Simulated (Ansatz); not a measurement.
End structure of a constructed model of the (111) surface of fcc Pt, a pseudomorphic layer of Sc in the host's stacking (bottom of the slab: a bare face, its two planes held):

```yaml
crystal:
  lattice:
    - [2.80721, 0.00000, 0.00000]
    - [-1.40361, 2.43112, 0.00000]
    - [0.00000, 0.00000, 30.50000]
  atoms:
    - { symbol: Pt, position: [0.33333, 0.66667, 0.26727] }
    - { symbol: Pt, position: [0.66667, 0.33333, 0.34242] }
    - { symbol: Pt, position: [0.00000, 0.00000, 0.41719] }
    - { symbol: Pt, position: [0.33333, 0.66667, 0.49214] }
    - { symbol: Pt, position: [0.66667, 0.33333, 0.56808] }
    - { symbol: Pt, position: [0.00000, 0.00000, 0.64717] }
    - { symbol: Sc, position: [0.33333, 0.66667, 0.72156] }
```

Model: 7-atom slab, 14.2 Å thick at the start, 15x15x1 mesh, Fermi-Dirac 0.1 eV, dipole correction, single point; on the structure that PBE left under its start's symmetry; no spin, no spin-orbit, no U. In PBE it is, or lies within 0.01 eV a 1x1 cell of, the lowest of the 2 structures of its composition computed so far; larger cells were not tried.

Q: What is the computed work function of the top face (Ansatz (an electronic-structure program) with r2SCAN, at the PBE geometry)?

A: 4.10 eV
